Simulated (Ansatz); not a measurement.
## ZrC, response to strain

The reference is ZrC in the rock salt structure (space group Fm-3m, No. 225; a = 4.669 Å; relaxed with 0.1 eV smearing).

Strains are applied to the cell and any free atomic positions relax.

Level of theory: PBEsol in Ansatz (plane waves to 420 eV, PAW, scalar-relativistic without spin-orbit coupling).

Candidates:
(a) isotropic strain −2.00 %
(b) isotropic strain +2.00 %
(c) isotropic strain −0.50 %

Notes on the quantities. energy relative to the base: free energy F.

Question: Order them by energy relative to the base, lowest first.

Answer: (c) isotropic strain −0.50 % (+2.1 meV/atom), (b) isotropic strain +2.00 % (+32 meV/atom), (a) isotropic strain −2.00 % (+36 meV/atom)

Whether these cells are dynamically stable was not tested. All final runs are without spin polarisation.

Ansatz is a quantum-chemistry and plane-wave program.
